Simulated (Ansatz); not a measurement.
System: Te (within 0.1 Å of Pm-3m, No. 221, 3 atoms in the cell; start mp-570459; another form than the element's usual one). Method: LDA (Ansatz, a quantum-chemistry and plane-wave program, plane waves, PAW).

Run with plane-wave cutoff 520 eV, 14×14×10 k mesh (along the axes of the cell as run), Fermi–Dirac smearing 0.05 eV, scalar-relativistic PAW data made under PBE.

Cell (relaxed at this level):

Te has the trigonal space group R-3m, hexagonal axes (No. 166), Pearson symbol hR1. Lattice parameters: a = 4.4352 Å, b = 4.4352 Å, c = 5.4076 Å, α = 90.00°, β = 90.00°, γ = 120.00°. Te on 3a has 6 Te at 3.131 Å (octahedral). (Neighbours: up to the widest gap in distance over summed covalent radii, below 1.35, at either atom.)

Problem. Give the computed bulk modulus B0.

Solution. 
bulk modulus B0: 61.3 GPa

The run finds no gap.

Note: the bulk modulus is −V dP/dV from two relaxed cells at ±2 % in volume.

Spin–orbit coupling is not included; it can open a gap where bands touch, and shift volumes and moduli.

Static lattice: no zero-point or thermal effects.

The result took roughly 27 core-minutes.

A start named mp-… is a Materials Project structure, which need not be a measured phase.
